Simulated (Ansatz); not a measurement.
Si (diamond structure), Σ3 (111) [1-10] symmetric tilt. One As atom replaces one Si atom in a bicrystal of 32 atoms (one solute to 26 Å² of one boundary, a high coverage); atoms relaxed, cell held. Energies count from the site farthest from both boundaries, which lies only 5.1 Å away; negative means that the solute is drawn to the site. The cell is neutral, and spin is allowed where the electrons are odd. k-points: Γ-centred 3×6×1 mesh; occupations: Fermi-Dirac, 0.050 eV; spin-polarised, moments started parallel. Spin-orbit coupling is left out.

Sites tried, by distance from the nearest boundary plane (Å): 1.19, 1.19, 1.19, 1.98.

Does As segregate by PBE in Ansatz (a first-principles code), and with what energy at each site?

1.19 Å: -0.03 eV; 1.19 Å: -0.03 eV; 1.19 Å: -0.03 eV; 1.98 Å: -0.10 eV. The most favoured site tried binds it by 0.10 eV.
